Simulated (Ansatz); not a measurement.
BeTe, carrier doping

Base system: BeTe in the zinc blende structure (space group F-43m, No. 216; a = 5.6570 Å).

Carriers are added at fixed cell with a uniform background; the Fermi–Dirac width is that of 300 K.

All numbers come from r2SCAN, PAW, 500 eV (Ansatz, an electronic-structure program; spin-orbit coupling left out).

Notes on the quantities. Fermi level from band edge: Fermi level relative to the doped band's edge (positive inside the band; to 0.05 eV).

| electron density (10^21 cm⁻³) | Fermi level from band edge (eV) |
|---|---|
| 1 | 0.30 |
| 1.5 | 0.40 |
| 7 | ? |
| 10 | 1.10 |

**Question.** Fit E_F = C n^s, fitted as a line in log–log form (a parabolic band gives s = 2/3) to the rows shown and predict the withheld row.

**Answer.** Least squares on the printed values gives C = 0.31 eV, s = 0.55 (largest residual 0.01 eV); this predicts 0.91 eV, and the run gives 0.95 eV, in agreement.

Carriers are added with a uniform compensating background; total energy and stress of such cells depend on the potential's zero and are not compared; many-body gap narrowing is missing at this level. No phonon test of stability was made.
